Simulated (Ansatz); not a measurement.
The reference is Mg in the hcp (Mg type) structure (space group P6_3/mmc, No. 194; relaxed with 0.1 eV smearing).

```yaml
crystal:
  lattice:
    - [3.17512, 0.00000, 0.00000]
    - [-1.58756, 2.74974, 0.00000]
    - [0.00000, 0.00000, 5.16281]
  atoms:
    - { symbol: Mg, position: [0.66667, 0.33333, 0.25000] }
    - { symbol: Mg, position: [0.33333, 0.66667, 0.75000] }
```

Cartesian axes are those of the cell as printed.

Method: Ansatz (a first-principles code) PBEsol, no SOC.

For the base:

| Property | Result |
|---|---|
| Pressure | 0.0 GPa |

Perturbation: the cell is stretched by 2.50 % along x with no lateral relaxation; the atoms relax in the strained cell.

**Question.** What happens to the pressure?

**Answer.** The pressure (mean of the normal stresses, compression positive) goes from zero to -0.9 GPa.

**Question.** What does the calculation give for the largest internal atomic displacement after the change?

**Answer.** The largest internal atomic displacement comes out as 0.014 Å.

Whether these cells are dynamically stable was not tested.
